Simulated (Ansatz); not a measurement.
End structure of the (111) surface of fcc Al, clean 1x1 (bottom of the slab: a bare face, its two planes held):

```yaml
crystal:
  lattice:
    - [2.85810, 0.00000, 0.00000]
    - [-1.42905, 2.47518, 0.00000]
    - [0.00000, 0.00000, 28.00000]
  atoms:
    - { symbol: Al, position: [0.33333, 0.66667, 0.29164] }
    - { symbol: Al, position: [0.66667, 0.33333, 0.37498] }
    - { symbol: Al, position: [0.00000, 0.00000, 0.45854] }
    - { symbol: Al, position: [0.33333, 0.66667, 0.54259] }
    - { symbol: Al, position: [0.66667, 0.33333, 0.62620] }
    - { symbol: Al, position: [0.00000, 0.00000, 0.71063] }
```

Model: 6-atom slab, 11.7 Å thick at the start with caps and adatoms (thin: gaps and levels are the slab's own), 15x15x1 mesh, Fermi-Dirac 0.1 eV, dipole correction, 2 atoms held, the rest relaxed; symmetry of the start imposed; no spin, no spin-orbit, no U.

Task: Estimate the work function of the top face that PBE (Ansatz, a first-principles code) returns for this input.

Result: 4.03 eV
